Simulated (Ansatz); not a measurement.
Pressure series in GaSb

The parent structure is GaSb in the zinc blende structure (space group F-43m, No. 216; a = 6.2135 Å).

Cell and atoms are relaxed at each pressure.

The values are results of Kohn–Sham DFT with the PBE functional, run in Ansatz (a quantum-chemistry and plane-wave program) with PAW and 420 eV plane waves, scalar-relativistic without spin-orbit coupling, not measurements.

Notes on the quantities. enthalpy: H = E + PV relative to the base's energy.

```json
[
 {"case": "base", "enthalpy": "–", "volume per atom": "29.99 Å³"},
 {"case": "pressure −2 GPa", "enthalpy": "-0.38 eV/atom", "volume per atom": "31.55 Å³"},
 {"case": "pressure −1 GPa", "enthalpy": "-0.19 eV/atom", "volume per atom": "?"},
 {"case": "pressure 1.8 GPa", "enthalpy": "+0.33 eV/atom", "volume per atom": "?"},
 {"case": "pressure 4.2 GPa", "enthalpy": "+0.75 eV/atom", "volume per atom": "27.74 Å³"},
 {"case": "pressure 9 GPa", "enthalpy": "+1.56 eV/atom", "volume per atom": "?"},
 {"case": "pressure 18 GPa", "enthalpy": "+2.95 eV/atom", "volume per atom": "23.78 Å³"},
 {"case": "pressure 30 GPa", "enthalpy": "+4.66 eV/atom", "volume per atom": "21.84 Å³"},
 {"case": "pressure 45 GPa", "enthalpy": "+6.62 eV/atom", "volume per atom": "?"},
 {"case": "pressure 60 GPa", "enthalpy": "+8.45 eV/atom", "volume per atom": "18.95 Å³"}
]
```

Question: What belongs in the blanks?

Answer: 
- pressure −1 GPa, volume per atom: 30.72 Å³
- pressure 1.8 GPa, volume per atom: 28.90 Å³
- pressure 9 GPa, volume per atom: 25.99 Å³
- pressure 45 GPa, volume per atom: 20.17 Å³

Load acts through the strain it causes; cell and atoms are relaxed under it. Stability against distortions was not tested. Tetrahedral semiconductors of this kind turn to denser phases somewhere between about 1 and 50 GPa; those were not computed, so compressed cells here can lie past the real transition. All final runs are without spin polarisation.
